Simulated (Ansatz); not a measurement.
Start from Re in the hcp (Mg type) structure (space group P6_3/mmc, No. 194; relaxed with 0.1 eV smearing).

```cif
data_Re2
_chemical_formula_sum 'Re2'
_space_group_name_H-M_alt 'P 1'
_space_group_IT_number 1
_cell_length_a 2.77642
_cell_length_b 2.77642
_cell_length_c 4.48093
_cell_angle_alpha 90.000
_cell_angle_beta 90.000
_cell_angle_gamma 120.000
loop_
_space_group_symop_operation_xyz
  'x, y, z'
loop_
_atom_site_label
_atom_site_type_symbol
_atom_site_fract_x
_atom_site_fract_y
_atom_site_fract_z
_atom_site_occupancy
Re1 Re 0.66667 0.33333 0.75000 1
Re2 Re 0.33333 0.66667 0.25000 1
```

Method: DFT with PBE, PAW potentials and a 420 eV plane-wave cutoff in Ansatz (a first-principles code), scalar-relativistic without spin-orbit coupling.

For the base:

The pressure is 0.0 GPa and the band gap is zero.

One thing is altered: the cell is scaled by 1.0250 in all directions; the atoms relax in the strained cell.

Problem. Predict the new energy relative to the base, pressure and band gap.

Solution. The energy increases by 88 meV/atom; the pressure (mean of the normal stresses, compression positive) goes from zero to -22.8 GPa; the band gap is still zero.

Whether these cells are dynamically stable was not tested. All final runs are without spin polarisation.
